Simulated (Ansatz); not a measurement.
The parent structure is InP in the zinc blende structure (space group F-43m, No. 216; a = 5.878 Å).

Structures relaxed with DFT with PBEsol, PAW potentials and a 420 eV plane-wave cutoff in Ansatz (a first-principles code), no spin-orbit coupling.

Base:

Simulated powder pattern, Co Kα, λ = 1.79026 Å (kinematic, ideal powder, no thermal factors, no anomalous dispersion; the 8 strongest lines at most, above 2 %, up to 2θ = 90°):

```
2θ (°)  I/Imax (%)    hkl
------  ----------  -----
30.59          100  (111)
35.46           25  (200)
51.03           54  (220)
60.67           43  (311)
63.67          6.5  (222)
75.05          8.6  (400)
83.18           18  (331)
85.85          8.7  (420)
```

Perturbation: full substitution In → Ir, then cell and atoms are relaxed.

After the change:

Simulated powder pattern, Co Kα, λ = 1.79026 Å (kinematic, ideal powder, no thermal factors, no anomalous dispersion; the 8 strongest lines at most, above 2 %, up to 2θ = 90°):

```tsv
2θ (°)	d (Å)	I/Imax (%)	hkl
34.69	3.003	100	(111)
40.27	2.601	35	(200)
58.26	1.839	47	(220)
69.61	1.568	44	(311)
73.20	1.501	9.1	(222)
87.01	1.300	8.4	(400)
```

The indices refer to each structure's own conventional cell; one index is shown for lines that coincide.

Whether these cells are dynamically stable was not tested. As relaxed here, IrP is a hypothetical phase, not in the database extracts checked. All final runs are without spin polarisation.
